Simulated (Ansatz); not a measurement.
Cells marked so need not be the phases stable at ambient conditions, and some may be hypothetical.

The gap is the functional's own. No spin-orbit coupling. Mid-gap values are interpolated on the energy grid.

A. Cs$_{4}$KLiGa$_{2}$F$_{12}$ (R-3m, not sure to be the ambient phase, 20 atoms a cell, 18.7 Å³ an atom, -3 GPa at this level), along the normal of (001)
B. Ba2SrTeO6 (R-3, not sure to be the ambient phase, 10 atoms a cell, 16.5 Å³ an atom, -4 GPa at this level), along the normal of (110)
C. Ga$_{2}$HgTe$_{4}$ (I-4, not sure to be the ambient phase, 7 atoms a cell, 32.8 Å³ an atom), along the normal of (110)

Question: Rank these by mid-gap decay constant of the slowest evanescent state (lowest first), as Ansatz (a program for electronic structure) with r2SCAN gives it.

Answer: C (0.08 1/Å), B (0.35 1/Å), A (0.51 1/Å)
